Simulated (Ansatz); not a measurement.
We consider CdSe (Fm-3m, No. 225, 2 atoms in the cell; start mp-1055; high-pressure phase), described by r²SCAN (plane waves, PAW; Ansatz, an electronic-structure program).

Numerical settings: plane-wave cutoff 560 eV, 18×18×18 k mesh, Fermi–Dirac smearing 0.05 eV, scalar-relativistic PAW data made under PBE.

Cell (relaxed with PBEsol):

```cif
data_CdSe
_chemical_formula_sum 'Cd1 Se1'
_space_group_name_H-M_alt 'P 1'
_space_group_IT_number 1
_cell_length_a 3.97939
_cell_length_b 3.97939
_cell_length_c 3.97939
_cell_angle_alpha 60.000
_cell_angle_beta 60.000
_cell_angle_gamma 60.000
loop_
_space_group_symop_operation_xyz
  'x, y, z'
loop_
_atom_site_label
_atom_site_type_symbol
_atom_site_fract_x
_atom_site_fract_y
_atom_site_fract_z
_atom_site_occupancy
Cd1 Cd 0.00000 0.00000 0.00000 1
Se1 Se 0.50000 0.50000 0.50000 1
```

Question: Give the computed band gap and smallest direct gap on the k points sampled.

Answer: 
* **band gap**: 0.02 eV (under three smearing widths, so not firm)
* **smallest direct gap on the k points sampled**: 1.73 eV

Note: cell and atoms aren't relaxed at this level (pressure 2.3 GPa).

Spin–orbit coupling is not included; it can close the smallest gap of 0.02 eV.

A start named mp-… is a Materials Project structure, which need not be a measured phase.
